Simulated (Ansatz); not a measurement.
## Pressure series in TaN

Consider TaN in the rock salt structure (space group Fm-3m, No. 225).

```
TaN
1.0
    0.00000     2.19795     2.19795
    2.19795     0.00000     2.19795
    2.19795     2.19795     0.00000
N Ta
1 1
Direct
  0.00000   0.00000   0.00000
  0.50000   0.50000   0.50000
```

Cell and atoms are relaxed at each pressure.

Level of theory: Kohn–Sham DFT with the r2SCAN functional, run in Ansatz (a first-principles code) with PAW and 500 eV plane waves, without spin-orbit coupling, earlier PAW set.

Notes on the quantities. enthalpy: H = E + PV relative to the base's energy.

```csv
case,enthalpy,lattice parameter a
base,–,4.396 Å
pressure −2 GPa,-0.13 eV/atom,4.404 Å
pressure −1 GPa,-0.07 eV/atom,4.400 Å
pressure 1.8 GPa,+0.12 eV/atom,4.389 Å
pressure 4.2 GPa,+0.28 eV/atom,4.379 Å
pressure 9 GPa,+0.59 eV/atom,4.361 Å
pressure 18 GPa,+1.16 eV/atom,4.329 Å
pressure 30 GPa,+1.91 eV/atom,4.291 Å
pressure 45 GPa,+2.82 eV/atom,4.249 Å
pressure 60 GPa,+3.71 eV/atom,4.211 Å
```

Load acts through the strain it causes; cell and atoms are relaxed under it. Stability against distortions was not tested. Competing high-pressure phases were not computed. All final runs are without spin polarisation. This is not the structure that TaN has at room temperature and ambient pressure.
